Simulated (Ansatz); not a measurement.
The starting structures come from a database of crystals and need not be the phases stable at ambient conditions.

 Where the default PAW files enter, the runs use the earlier of Ansatz's two default sets.

The decay constant κ of evanescent states in the gap governs leakage through a thin film.

```yaml
crystal:
  lattice:
    - [5.09080, 0.00000, 0.00000]
    - [-0.97327, 4.99689, 0.00000]
    - [0.97327, 1.18113, 4.85529]
  atoms:
    - { symbol: Li, position: [0.08443, 0.59353, 0.70107] }
    - { symbol: Li, position: [0.91557, 0.40647, 0.29893] }
    - { symbol: Li, position: [0.29893, 0.08443, 0.40647] }
    - { symbol: Li, position: [0.70107, 0.91557, 0.59353] }
    - { symbol: Li, position: [0.59353, 0.29893, 0.91557] }
    - { symbol: Li, position: [0.40647, 0.70107, 0.08443] }
    - { symbol: Te, position: [0.00000, 0.00000, 0.00000] }
    - { symbol: O, position: [0.32337, 0.93561, 0.77938] }
    - { symbol: O, position: [0.67663, 0.06439, 0.22062] }
    - { symbol: O, position: [0.22062, 0.32337, 0.06439] }
    - { symbol: O, position: [0.77938, 0.67663, 0.93561] }
    - { symbol: O, position: [0.93561, 0.22062, 0.67663] }
    - { symbol: O, position: [0.06439, 0.77938, 0.32337] }
```

Space group of this cell: R-3. The cell is taken as given; by r2SCAN its mean pressure is 0.9 GPa.

Transport runs along the normal of the first two printed cell vectors, the (101) plane of the conventional cell.

The gap is the functional's own, uncorrected, and κ follows it; spin-orbit coupling is left out. Mid-gap values are interpolated between the computed energies.

Problem. Predict the band gap and the smallest decay constant κ at mid-gap from r2SCAN (Ansatz, a program for electronic structure).

Solution. Gap 3.98 eV on a 6×6×6 mesh; κ = 0.403 1/Å, at the zone centre.
